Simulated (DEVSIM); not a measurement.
Structure: Pt/SiO2/p-Ge capacitor, at 350 K.

| layer (left to right) | material | thickness (nm) | Na (cm⁻³) |
|---|---|---|---|
| 1 | SiO2 | 14.0 | - |
| 2 | Ge | 4400 | 1.8e16 |

Metal gate on the left, work function 5.6 eV. Fixed charge at the semiconductor interface 0 cm⁻² (in units of +e); no interface traps.

Constants are typed, rounded textbook-type inputs, not results; the design itself was drawn at random and stands for no fabricated device. Values at 300 K; Nc and Nv go as T^1.5, mobilities as T to minus their exponent, the gap by Varshni's rule with the affinity fixed.

```tsv
parameter	SiO2	Ge
gap (eV)	9	0.664
affinity (eV)	0.9	4
permittivity	3.9	16
Nc (cm⁻³)	-	1.04e19
Nv (cm⁻³)	-	6e18
Varshni α (eV/K)	-	0.000477
Varshni β (K)	-	235
```

DEVSIM, 1D Poisson equation in equilibrium, Boltzmann statistics, complete ionisation; no quantum confinement or tunnelling. Metal contacts follow the ideal Schottky-Mott rule: no Fermi-level pinning, no interface dipoles.

Problem. Give the band bending (positive: bands bend down) and minority sheet density.

Solution. 
```csv
Vg (V),ψs (V),minority carriers (cm⁻²)
-0.3,-0.180,1.3e9
0,-0.165,1.3e9
0.3,-0.145,1.3e9
0.6,-0.117,1.3e9
0.9,-0.070,1.3e9
1.2,0.027,1.3e9
1.5,0.206,4.7e9
1.8,0.344,1.8e11
2.1,0.391,5.6e11
2.4,0.417,9.8e11
2.7,0.435,1.4e12
3,0.449,1.9e12
3.3,0.461,2.3e12
```
